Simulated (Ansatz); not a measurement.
**ZnO under a change: biaxial strain +4.48 %, plane normal [001], relaxed out of plane**

Take ZnO in the wurtzite structure (space group P6_3mc, No. 186; a = 3.2352 Å, c = 5.2113 Å) as the base. Axes: x lies along a and z along c of the hexagonal cell.

One thing is altered: biaxial strain +4.48 %, plane normal [001], relaxed out of plane (Cartesian); in-plane vectors clamped, the third vector and the atoms free.

Level of theory: DFT with r2SCAN, PAW potentials and a 500 eV plane-wave cutoff in Ansatz (a quantum-chemistry and plane-wave program), spin-orbit coupling left out, earlier PAW set. Γ-centred 12×12×7 mesh, Fermi–Dirac width 0.05 eV.

Volume per atom: 12.22 Å³ (base 11.81 Å³)
Space group: P6_3mc (No. 186) (base P6_3mc (No. 186))
Shortest interatomic distance: 2.006 Å (base 1.970 Å)
Pressure (mean of the normal stresses, compression positive): -57.2 kbar (base 0.0 kbar)
Band gap: 1.26 eV (base 1.23 eV)
Gap character: direct at Γ (base direct at Γ)
Width of the top valence band: 1.73 eV (base 1.83 eV)
Electron mass: 0.20 mₑ out of plane, 0.18 mₑ in plane (at Γ) (base 0.19 mₑ (at Γ))
Valence-band top at Γ (three highest levels, from the VBM): 0.00, 0.00, -0.13 eV (base 0.00, 0.00, -0.10 eV)
Out-of-plane strain: -5.18 %
Ratio −ε⊥/ε∥: 1.16
Mean in-plane stress (compression positive): -8.6 GPa

Final structure (turned so that z lies along the plane normal):

```
CELL_PARAMETERS angstrom
      3.38018     0.00000     0.00000
      1.69009     2.92732     0.00000
      0.00000     0.00000     4.94141
ATOMIC_POSITIONS crystal
  Zn 0.66667 0.66667 0.01555
  Zn 0.33333 0.33333 0.51555
  O  0.66667 0.66667 0.60965
  O  0.33333 0.33333 0.10965
```

Cost of the whole job for the changed cell (relaxation, final SCF and bands): roughly 110 core-seconds.

Masses are band curvatures over ±0.01 Å⁻¹ around the edge. Gaps are Kohn–Sham eigenvalue differences; semilocal functionals usually give less than the measured gap. Whether these cells are dynamically stable was not tested.
